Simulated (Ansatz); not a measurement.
Start from SiC in the wurtzite structure (space group P6_3mc, No. 186; a = 3.092 Å, c = 5.074 Å). Axes: x lies along a and z along c of the hexagonal cell.

One thing is altered: the cell is stretched by 2.40 % along z with no lateral relaxation; the atoms relax in the strained cell.

Method: PBE (Ansatz, a program for electronic structure), no spin-orbit coupling.

Base, band edges from the VBM (valence, conduction): K -3.78, 2.31; H -1.73, 5.00; M -1.19, 2.75; L -2.31, 3.25; A -0.71, 5.76; Γ 0.00, 4.67 eV.

Task: Give the band edges at the high-symmetry points of the new zone, measured from its valence-band maximum.

Result: 
| point | valence edge (eV) | conduction edge (eV) |
|---|---|---|
| Γ | 0.00 | 4.79 |
| M | -1.24 | 2.84 |
| K | -3.87 | 2.19 |
| A | -0.64 | 5.78 |
| L | -2.36 | 3.07 |
| H | -1.88 | 4.63 |

The gap is 2.19 eV, indirect, Γ → K.

Whether these cells are dynamically stable was not tested.
